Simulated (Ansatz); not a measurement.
# Hypothetical simple cubic Pt: response to strain

Consider Pt in the simple cubic structure (space group Pm-3m, No. 221; a = 2.588 Å; a hypothetical phase, not in the database extracts checked; relaxed with 0.1 eV smearing). Axes: x, y, z lie along the cube axes.

Strains are applied to the cell and any free atomic positions relax; under biaxial strain the out-of-plane vector relaxes too.

Level of theory: plane-wave PAW DFT at the PBEsol level (Ansatz, a first-principles code, 420 eV), without spin-orbit coupling.

Notes on the quantities. pressure: mean of the normal stresses, compression positive.

```json
[
 {"case": "base", "shortest interatomic distance": "258.8 pm", "pressure": "0.0 GPa", "space group": "Pm-3m (No. 221)"},
 {"case": "biaxial strain −1.07 %, plane normal [001], relaxed out of plane", "shortest interatomic distance": "256.0 pm", "pressure": "4.3 GPa", "space group": "P4/mmm (No. 123)"},
 {"case": "biaxial strain +1.55 %, plane normal [001], relaxed out of plane", "shortest interatomic distance": "___", "pressure": "___", "space group": "P4/mmm (No. 123)"},
 {"case": "isotropic strain −1.76 %", "shortest interatomic distance": "254.2 pm", "pressure": "13.3 GPa", "space group": "Pm-3m (No. 221)"},
 {"case": "isotropic strain +0.91 %", "shortest interatomic distance": "261.2 pm", "pressure": "-5.5 GPa", "space group": "Pm-3m (No. 221)"},
 {"case": "isotropic strain +1.34 %", "shortest interatomic distance": "262.3 pm", "pressure": "-7.8 GPa", "space group": "Pm-3m (No. 221)"}
]
```

Problem. Some entries are withheld; estimate them.

Solution. 
- biaxial strain +1.55 %, plane normal [001], relaxed out of plane, shortest interatomic distance: 257.7 pm
- biaxial strain +1.55 %, plane normal [001], relaxed out of plane, pressure: -5.1 GPa

Whether these cells are dynamically stable was not tested. The final runs are not spin-polarised. Pt lies near a magnetic instability that expansion can trigger; it was not tested.
